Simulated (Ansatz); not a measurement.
Consider HgS in the zinc blende structure (space group F-43m, No. 216; a = 5.992 Å).

The values are results of PBE (Ansatz, an electronic-structure program), no SOC, not measurements.

Strains are applied to the cell and any free atomic positions relax.

One change was made to it. Results:

```csv
quantity,base,after
energy relative to the base (free energy F),0 meV/atom,+26 meV/atom
pressure,0.0 GPa,4.6 GPa
```

### Question
Name the change that was made.
A. isotropic strain +2.00 %
B. isotropic strain +0.50 %
C. isotropic strain −2.50 %
D. isotropic strain −2.00 %

### Answer
C, isotropic strain −2.50 %. For comparison, the energy relative to the base in the other runs: isotropic strain +0.50 % gives +0.9 meV/atom; isotropic strain −2.00 % gives +16 meV/atom; isotropic strain +2.00 % gives +14 meV/atom.

The mesh was chosen for an insulator and is coarse for the gapless case. Whether these cells are dynamically stable was not tested. The final runs are not spin-polarised.
